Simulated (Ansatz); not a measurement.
**Hypothetical Ia-3 C, response to strain**

Consider C (space group Ia-3, No. 206; a = 4.4487 Å; a hypothetical phase, not in the database extracts checked). Axes: x, y, z lie along the cube axes.

Strains are applied to the cell and any free atomic positions relax; under stress the whole cell relaxes.

Levels (all Ansatz, an electronic-structure program, PAW): PBEsol (420 eV, no spin-orbit coupling); r2SCAN (500 eV, no spin-orbit coupling); HSE06 (420 eV, no spin-orbit coupling).

Band gaps by level, all at the geometries relaxed with PBEsol:

```json
[
 {"case": "base", "PBEsol": "2.30 eV", "r2SCAN": "2.56 eV", "HSE06": "3.48 eV"},
 {"case": "uniaxial strain ε_yy = −2.89 %", "PBEsol": "2.08 eV", "r2SCAN": "2.34 eV", "HSE06": "3.28 eV"},
 {"case": "uniaxial stress, 1 GPa compression along x", "PBEsol": "2.29 eV", "r2SCAN": "2.55 eV", "HSE06": "3.48 eV"},
 {"case": "strain tensor (xx, yy, zz, yz, xz, xy) = (+1.07, −0.87, −0.29, +0.54, −0.12, −0.08) %", "PBEsol": "2.20 eV", "r2SCAN": "2.46 eV", "HSE06": "3.39 eV"},
 {"case": "tensor shear ε_yz = +0.13 %", "PBEsol": "2.29 eV", "r2SCAN": "2.55 eV", "HSE06": "3.48 eV"}
]
```

Single points use the geometry relaxed with PBEsol. HSE06 gaps are upper bounds (no full band path). Beyond what the load breaks, stability against distortions was not tested.
